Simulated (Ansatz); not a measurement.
## What isotropic strain −1.50 % does to WC

The reference is WC (space group P-6m2, No. 187; a = 2.922 Å, c = 2.846 Å; relaxed with 0.1 eV smearing).

It is then changed as follows: the cell is scaled by 0.9850 in all directions, atoms relaxed at fixed cell.

All numbers come from Ansatz (an electronic-structure program), PBE, PAW, cutoff 420 eV, spin-orbit coupling left out. k-mesh 23×23×20 (Γ-centred); smearing 0.1 eV (Fermi–Dirac).

| quantity | base | changed | shift |
|---|---|---|---|
| volume per atom | 10.53 Å³ | 10.06 Å³ | -0.47 Å³ |
| space group | P-6m2 (No. 187) | P-6m2 (No. 187) | – |
| shortest interatomic distance | 220.7 pm | 217.4 pm | -3.3 pm |
| energy relative to the base (free energy F) | 0 meV/atom | +27 meV/atom | +27 meV/atom |
| band gap | zero | zero | – |

Whether these cells are dynamically stable was not tested. All final runs are without spin polarisation.
